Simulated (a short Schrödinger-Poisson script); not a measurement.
# Gated Al0.3Ga0.7N/GaN polarisation-induced gas

Stack: gated Al0.3Ga0.7N/GaN polarisation-induced gas, at 300 K.

```
layer     material  thickness (nm)  Na (cm⁻³)
-----  -----------  --------------  ---------
1      Al0.3Ga0.7N              15          -
2              GaN            6000       1e15
```

Constants are typed, rounded textbook-type inputs, not results; the design itself was drawn at random and stands for no fabricated device. Al0.3Ga0.7N: permittivity 9.32, conduction-band edge (eV) 0.414, gap (eV) 4.021, electron mass (mₑ) 0.236, Nv at 300 K (cm⁻³) 4.6e19. GaN: permittivity 9.5, conduction-band edge (eV) 0, gap (eV) 3.43, Nv at 300 K (cm⁻³) 4.6e19.

Channel valleys (confinement mass, in-plane density-of-states mass, number): Γ 0.2, 0.2, 1. At the gate the conduction-band edge of layer 1 lies 1.23 eV − eVg above the Fermi level of the channel; the field vanishes at the back. Sheet of polarisation charge: +1.5e13 e/cm² at 15 nm from the gate. The barrier under the gate holds no holes. Gaps are held at their typed values at every temperature. Mesh 0.08 nm at interfaces.

From a short Schrödinger-Poisson script (our own, NumPy): 1D Poisson equation in equilibrium, electrons quantum, Hartree plus LDA exchange-correlation (BenDaniel-Duke, 40 states a valley, the channel's in-plane mass for all, wave functions free to enter the barrier), parabolic valleys, classical holes, full ionisation, no traps, pinning or gate leakage.

| Vg (V) | electrons (cm⁻²) | in the channel layer | C (μF/cm²) | Γ E0 (meV) | Γ E1 (meV) |
|---|---|---|---|---|---|
| 0.5 | 1.26e13 | 1.14e13 | 0.526 | -133.5 | 10.6 |
| 0.25 | 1.18e13 | 1.07e13 | 0.524 | -125.0 | 13.8 |
| 0 | 1.09e13 | 1.01e13 | 0.521 | -116.5 | 17.0 |
| -0.25 | 1.01e13 | 9.40e12 | 0.519 | -107.9 | 20.1 |
| -0.5 | 9.32e12 | 8.71e12 | 0.517 | -99.2 | 23.2 |
| -0.75 | 8.52e12 | 8.02e12 | 0.515 | -90.3 | 26.3 |
| -1 | 7.72e12 | 7.31e12 | 0.513 | -81.4 | 29.4 |
| -1.25 | 6.92e12 | 6.60e12 | 0.511 | -72.3 | 32.6 |
| -1.5 | 6.12e12 | 5.88e12 | 0.508 | -62.9 | 35.8 |
| -1.75 | 5.33e12 | 5.15e12 | 0.505 | -53.3 | 39.1 |
| -2 | 4.54e12 | 4.41e12 | 0.502 | -43.3 | 42.6 |
| -2.25 | 3.77e12 | 3.67e12 | 0.497 | -32.7 | 46.3 |
| -2.5 | 2.99e12 | 2.94e12 | 0.491 | -21.2 | 50.5 |
| -2.75 | 2.23e12 | 2.20e12 | 0.482 | -8.1 | 55.5 |
| -3 | 1.49e12 | 1.48e12 | 0.468 | 7.9 | 62.4 |
| -3.25 | 7.82e11 | 7.77e11 | 0.437 | 30.6 | 74.1 |
| -3.5 | 1.67e11 | 1.67e11 | 0.317 | 78.1 | 107.5 |
| -3.75 | 9.93e7 | 9.91e7 | 0.00541 | 274.8 | 297.2 |

Subbands count from the Fermi level.
